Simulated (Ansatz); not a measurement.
Input and output of a self-consistent single point for Ni6SnTe2 (I4mm, 9 atoms in the cell) (Ansatz, a program for electronic structure).

Method of the run: LDA (PW92), default PAW files made with PBE (plane waves; Ansatz).

```
Ni6SnTe2
1.0
   -1.90772     1.90772     9.73358
    1.90772    -1.90772     9.73358
    1.90772     1.90772    -9.73358
Ni Sn Te
6 1 2
Cartesian
  0.00000   0.00000   9.75441
  0.00000   1.90772   7.91457
  1.90772   0.00000   7.91457
  1.90772   0.00000   1.85736
  0.00000   1.90772   1.85736
  0.00000   0.00000  15.74601
  0.00000   0.00000   0.00681
  0.00000   0.00000   6.15610
  0.00000   0.00000  13.22151
```

Reference input (self-consistent single point, DFT, LDA (PW92), plane waves, default PAW files made with PBE): basis.ecutwfc = 420 eV; kpoints.mp_grid.grid = 8 8 8; hamiltonian.xc = lda; hamiltonian.pseudopotentials = {kind: paw} (the program's default PAW files); scf.occupations.method = methfessel_paxton; scf.occupations.width = 0.1 eV. This run's input differs from it in these lines:

Ansatz 0.2 input:
```diff
@@ -23,3 +23,3 @@
 scf:
-  occupations: { method: methfessel_paxton, width: 0.1 }
+  occupations: { method: methfessel_paxton, width: 0.3 }
 output:
```

Output, abridged:

```
SCF iter   1: F=—  HF=-54175.682535 eV  |F-HF|=—  |Δ(HF+E_count)|=         —  Δρ=2.46e-2  dr2=8.52e-1  ethr=1.77e-3  ⟨swp⟩=5.5  Hψ=19296  notcnv=0
all-band conjugate gradients solve this SCF's bands
preconditioner: auto → LDOS
SCF iter   2: F=—  HF=-54175.852484 eV  |F-HF|=—  |Δ(HF+E_count)|=   1.70e-1  S|Δr|=    0.00e0  Δρ=3.82e-2  dr2=1.24e0  ethr=5.53e-4  ⟨swp⟩=2.1  Hψ=10474  notcnv=0  defer=375
   [... lines left out ...]
SCF iter   8: F=—  HF=-54175.620151 eV  |F-HF|=—  |Δ(HF+E_count)|=   4.32e-7  S|Δr|=    0.00e0  Δρ=4.63e-5  dr2=2.32e-6  ethr=3.56e-9  ⟨swp⟩=2.0  Hψ=8585  notcnv=0
SCF iter   9: F=—  HF=-54175.620150 eV  |F-HF|=—  |Δ(HF+E_count)|=   1.22e-7  S|Δr|=    0.00e0  Δρ=1.17e-5  dr2=1.76e-7  ethr=1.51e-9  ⟨swp⟩=1.1  Hψ=5111  notcnv=0
SCF iter  10: F=-54175.620150 eV  HF=-54175.620150 eV  |F-HF|=7.55e-8  |Δ(HF+E_count)|=   3.54e-9  S|Δr|=    0.00e0  Δρ=8.29e-6  dr2=7.76e-8  ethr=6.49e-11  ⟨swp⟩=9.0  Hψ=24395  notcnv=0
SCF 1 converged in 10 iterations: F = -54175.620150 eV  dr2 = 7.76e-8
Stability not checked (fill_not_monotonic)
Free energy (F): -54175.620150 eV
Internal energy: -54175.646276 eV  (E = F + TS)
E sigma→0 (E₀):  -54175.626682 eV
Entropy (-TS):   0.026125 eV (2.903 meV/atom)
Fermi energy:    14.785258 eV
--- Forces (eV/Å), atoms counted from 1 ---
  atom   1  Ni    -0.00000000    -0.00000000     0.07542579
  atom   2  Ni    -0.00000000    -0.00000000    -0.06332842
  atom   3  Ni    -0.00000000    -0.00000000    -0.06332842
  atom   4  Ni    -0.00000000     0.00000000    -0.09422935
   [... lines left out ...]
  atom   9  Te     0.00000000     0.00000000    -0.61205901
--- Stress (GPa, compression-positive) ---
      -11.857216       0.000000      -0.000000
        0.000000     -11.857216      -0.000000
       -0.000000      -0.000000     -12.793157
  P = ⅓ Tr σ = -12.1692 GPa (-121.692 kbar)
  The stress holds the Pulay correction. Without it, at fixed plane waves, as pw.x and ABINIT print it: P = -12.2494 GPa
```

The run converged in 10 iterations. Against the reference run the free energy is nearly the same (within 1 meV/atom), the pressure hardly changes (-12.11 to -12.17 GPa) and the largest force goes from 0.700 to 0.714 eV/Å.

The starting cell comes from a database of computed structures (which also holds hypothetical and non-ambient phases and stackings), without a prior relaxation at this level. Its lattice was rescaled by a random factor within 2.5 % of one. Spin-orbit coupling is off. Spin polarisation is off, so a magnetic state, if there is one, cannot be reached. With a pressure of about -12 GPa the cell is away from its equilibrium volume at this level. Ansatz's pressure includes its estimate of the finite-basis (Pulay) stress.

Cost on one core of a shared machine: roughly 2 min.
